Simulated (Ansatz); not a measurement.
## zincblende SiC (F-43m): a fit under biaxial stress in the (001) plane (tension)

Cell and atoms relaxed with PBEsol to each stress σ (compression positive); gaps by r2SCAN with spin-orbit coupling, rigid bands (plane waves, PAW; Ansatz, a program for electronic structure). Unloaded cell: a = b = c = 3.0808 Å, α = β = γ = 60.00°.

| σ (GPa) | strain along [100] (%) | gap (eV) |
|---|---|---|
| 0 | 0 | 1.711 |
| -10.00 | 2.53 | 1.289 |
| -15.00 | 3.98 | 1.066 |
| -20.00 | 5.58 | 0.841 |

Fit E_g = 1.711 eV + aσ + bσ² and ε = cσ + dσ² to the loaded rows by least squares.

a = 0.0411 eV/GPa, b = -1.23e-04 eV/GPa²; c = -0.226 %/GPa, d = 0.00263 %/GPa².

One run was withheld, at σ = -5.00 GPa. Predict its gap and its strain along [100], then set them beside the run.

E_g = 1.711 + (0.0411)(-5.00) + (-1.23e-04)(-5.00)² = 1.502 eV and ε = (-0.226)(-5.00) + (0.00263)(-5.00)² = 1.20 %. The run gave 1.503 eV and 1.21 %, misses of 0.001 eV and 0.01 percentage points.

Gaps are resolved to about 0.01 eV; third decimals are kept for the arithmetic. Every relaxation keeps the zincblende phase (space group I-4m2 under this load), so a transition, a distortion that breaks the symmetry or fracture can't show.
